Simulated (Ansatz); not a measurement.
# Hypothetical diamond Ir, response to strain

Start from Ir in the diamond structure (space group Fd-3m, No. 227; a = 5.570 Å; a hypothetical phase, not in the database extracts checked; relaxed with 0.1 eV smearing). Axes: x, y, z lie along the cube axes.

Strains are applied to the cell and any free atomic positions relax.

Levels (all Ansatz, a program for electronic structure, PAW): PBE (420 eV, without spin-orbit coupling); PBEsol (420 eV, scalar-relativistic without spin-orbit coupling).

The base cell above is that of PBE; each level relaxes its own structures.

Notes on the quantities. energy relative to the base: free energy F.

```tsv
case	energy relative to the base, PBE	energy relative to the base, PBEsol
isotropic strain −1.47 %	+26 meV/atom	(withheld)
strain tensor (xx, yy, zz, yz, xz, xy) = (−2.65, −0.15, −0.39, −0.68, +1.23, −0.17) %	+16 meV/atom	(withheld)
strain tensor (xx, yy, zz, yz, xz, xy) = (−0.19, +0.88, −1.54, −0.46, −0.54, −0.33) %	+1.8 meV/atom	+1.8 meV/atom
```

Complete the table.


- isotropic strain −1.47 %, energy relative to the base, PBEsol: +28 meV/atom
- strain tensor (xx, yy, zz, yz, xz, xy) = (−2.65, −0.15, −0.39, −0.68, +1.23, −0.17) %, energy relative to the base, PBEsol: +17 meV/atom

The two levels differ by at most about 2.1 meV/atom. They put the cases in the same order.

Stability against distortions was not tested. All final runs are without spin polarisation.
